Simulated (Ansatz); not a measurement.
## BN under a change: 2 layers

Start from BN in the zinc blende structure (space group F-43m, No. 216; a = 3.605 Å). Axes: x, y, z lie along the cube axes.

Perturbation: a free-standing slab of 2 layers (4 atoms, 2 a layer) is cut normal to [110], with 15 Å of vacuum and the in-plane cell held at bulk.

Level of theory: Ansatz (a first-principles code) PBEsol, no SOC, earlier PAW set. Γ-centred 13×9×1 mesh, Fermi–Dirac width 0.05 eV, for the changed cell.

The layer's space group (with vacuum) amounts to Pmn2_1 (No. 31) and the shortest interatomic distance decreases by 15.4 pm (156.1 pm → 140.7 pm). The band gap rises by 0.05 eV to 4.34 eV and the gap character is indirect, k = (0.077, 0.222, 0) in the run's primitive reciprocal basis → Γ–X (88 % along). The smallest direct gap decreases by 3.706 eV (8.80 eV → 5.10 eV) and the excess energy per area of both faces (slab less bulk energy over the cell's area: twice a surface energy) amounts to 3.25 J/m². The thickness between the outermost nuclei is 1.07 Å.

Final structure:

```xyz
4
Lattice="2.5492 0.0000 0.0000 0.0000 3.6051 0.0000 0.0000 0.0000 16.2746" Properties=species:S:1:pos:R:3 pbc="T T T"
N      1.9119     1.6586     7.6034
B      0.6373     1.0453     7.9198
N      3.1865     3.4611     8.6712
B      1.9119     2.8478     8.3548
```

The excess energy carries the mismatch between the slab's and the bulk's meshes. Stability against distortions was not tested. k-point labels follow each cell's own Brillouin zone.
